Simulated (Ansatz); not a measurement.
Output of an Ansatz run (abridged):

```
WARN ansatz: RAYON_NUM_THREADS=1 ignored (pool sized by the plan → 1); use --threads N
Pseudopotentials: kind: paw
Pseudopotential: In, paw, valence charge 13
Crystal: 1 atoms, lattice volume = 26.378 Å³
Basis set: ecut = 420 eV, 541 PW (Γ), exchange–correlation on 48×48×48 points (8 copies of the dense FFT grid, shifted against one another)
Bands: 11, of which v1, the nominal top of the filled ones, is band 7 counted from 1 (6 counted from 0)
Symmetry: 16 space group operations
Space group: I4/mmm (ITA 139), of the structure as read, at distance tolerance 3.0e-5 Å
k-points: 244 of 2744
Initial density: superposition of atomic densities (neutral atoms: chi_scale 0, normalization atom), corrected by the library's trained network
Initial wavefunctions: pseudopotential atomic-orbital guess
Eigensolver: davidson
Functional: x = pbe(κ = 0.804, μ = 0.2195149727645171), c = pbe(β = 0.06672455060314922)
SCF iter   1: F=—  HF=-5597.849371 eV  |F-HF|=—  |Δ(HF+E_count)|=         —  Δρ=1.04e-3  dr2=2.03e-4  ethr=1.77e-3  ⟨swp⟩=4.9  Hψ=15739  notcnv=0
all-band conjugate gradients solve this SCF's bands
preconditioner: auto → none
SCF iter   2: F=—  HF=-5597.848953 eV  |F-HF|=—  |Δ(HF+E_count)|=   4.18e-4  Δρ=5.91e-4  dr2=9.57e-5  ethr=1.56e-6  ⟨swp⟩=2.1  Hψ=5928  notcnv=0
SCF iter   3: F=—  HF=-5597.848988 eV  |F-HF|=—  |Δ(HF+E_count)|=   3.53e-5  Δρ=5.01e-4  dr2=4.43e-5  ethr=7.36e-7  ⟨swp⟩=2.0  Hψ=4213  notcnv=0
SCF iter   4: F=—  HF=-5597.848965 eV  |F-HF|=—  |Δ(HF+E_count)|=   2.31e-5  Δρ=1.46e-4  dr2=3.53e-6  ethr=3.41e-7  ⟨swp⟩=2.4  Hψ=4274  notcnv=0
SCF iter   5: F=—  HF=-5597.848964 eV  |F-HF|=—  |Δ(HF+E_count)|=   3.60e-7  Δρ=1.39e-4  dr2=3.12e-6  ethr=2.71e-8  ⟨swp⟩=2.0  Hψ=4214  notcnv=0
SCF iter   6: F=—  HF=-5597.848963 eV  |F-HF|=—  |Δ(HF+E_count)|=   1.43e-6  Δρ=7.11e-5  dr2=8.01e-7  ethr=2.40e-8  ⟨swp⟩=2.0  Hψ=3894  notcnv=0
SCF iter   7: F=-5597.848962 eV  HF=-5597.848963 eV  |F-HF|=6.14e-8  |Δ(HF+E_count)|=   4.81e-7  Δρ=1.73e-5  dr2=4.75e-8  ethr=7.69e-10  ⟨swp⟩=4.2  Hψ=10371  notcnv=0
SCF 1 converged in 7 iterations: F = -5597.848962 eV  dr2 = 4.75e-8
SCF converged after 7 iterations
Free energy (F): -5597.848962 eV
Harris-Foulkes:  -5597.848963 eV  (|F-HF|=6.14e-8)
Internal energy: -5597.835325 eV  (E = F + TS)
E sigma→0 (E₀):  -5597.842144 eV
Entropy (-TS):   -0.013637 eV (-13.637 meV/atom)
Fermi energy:    10.168984 eV
--- Per-component energies (eV) ---
  E_band       = -24.784500
  E_kinetic    = 241.329491
  E_local      = -1080.045229  (includes V_loc(G=0)·N_el)
  E_nonlocal   = 366.065574
  E_hartree    = 423.389416
  E_xc         = -216.015894
  E_vxc        = -100.002331  (∫ρ·V_xc dr)
  E_paw        = -4152.115827  (= ΣΔE_a)
  E_vpaw       = -298.919339  (= ΣTr[D̂ρ^β])
  E_aug_tail   = 0.000025  (compensation charges beyond the density's cutoff)
  E_ewald      = -1180.442883
  E_smearing   = -0.013637  (= −TS)
  E_closure    = -0.000000  (closes the sum)
  Σ components = -5597.848962   (vs F -5597.848962, Δ=0.00e0)
--- Forces (eV/Å), atoms counted from 1 ---
  atom   1  In    -0.00000000     0.00000000     0.00000000
  max |Σ_I F_I| component: 1.97e-31 eV/Å
--- Stress (GPa, compression-positive) ---
        1.603997       0.000000      -0.000000
        0.000000       1.603997      -0.000000
       -0.000000      -0.000000       1.610048
  P = ⅓ Tr σ = 1.6060 GPa (16.060 kbar)
  The stress holds the Pulay correction. Without it, at fixed plane waves, as pw.x and ABINIT print it: P = 1.5626 GPa
--- Band table (eV; the first three rows and the last of 244) ---
  k-point 0: bands = ["-4.5559", "-4.4517", "-4.4517", "-4.3739", "-4.2704", "0.6555", "20.6108", "20.6108", "20.7806", "21.6941", "24.0100"]
  k-point 1: bands = ["-4.5344", "-4.4633", "-4.4389", "-4.3683", "-4.2794", "0.8107", "19.6698", "19.8553", "20.0464", "21.0109", "25.1051"]
  k-point 2: bands = ["-4.4957", "-4.4730", "-4.4023", "-4.3643", "-4.2958", "1.2796", "18.0970", "18.3241", "18.8863", "19.9608", "23.2120"]
  k-point 243: bands = ["-4.7259", "-4.6063", "-4.1703", "-4.1402", "-4.1402", "7.1991", "7.4976", "14.8617", "14.8617", "18.2961", "18.2964"]
```

The structure:

```
CELL_PARAMETERS angstrom
     -1.62987     1.62987     2.48243
      1.62987    -1.62987     2.48243
      1.62987     1.62987    -2.48243
ATOMIC_POSITIONS crystal
  In 0.00000 0.00000 0.00000
```

### Question
Write an input that gives this output.

### Answer
Other spellings and defaults could give the same log, and not every line can be read from it. The input that was run (DFT, PBE, plane waves, default PAW files):

Ansatz 0.2 input:
```yaml
# In
crystal:
  lattice:
    - [-1.629875, 1.629875, 2.482425]
    - [1.629875, -1.629875, 2.482425]
    - [1.629875, 1.629875, -2.482425]
  atoms:
    - { symbol: In, position_ang: [0.000000, 0.000000, 0.000000] }
basis:
  ecutwfc: 420.0
kpoints:
  mp_grid:
    grid: [14, 14, 14]
hamiltonian:
  xc: pbe
  pseudopotentials:
    kind: paw
scf:
  occupations:
    method: fermi_dirac
    width: 0.1
output:
  forces: true
  eigenvalues: true
  stress: true
```

The starting cell has typed, rounded lattice constants, without a prior relaxation at this level. Its lattice was rescaled by up to half a per cent. Ansatz's pressure includes its estimate of the finite-basis (Pulay) stress.

Ansatz is a quantum-chemistry and plane-wave program.
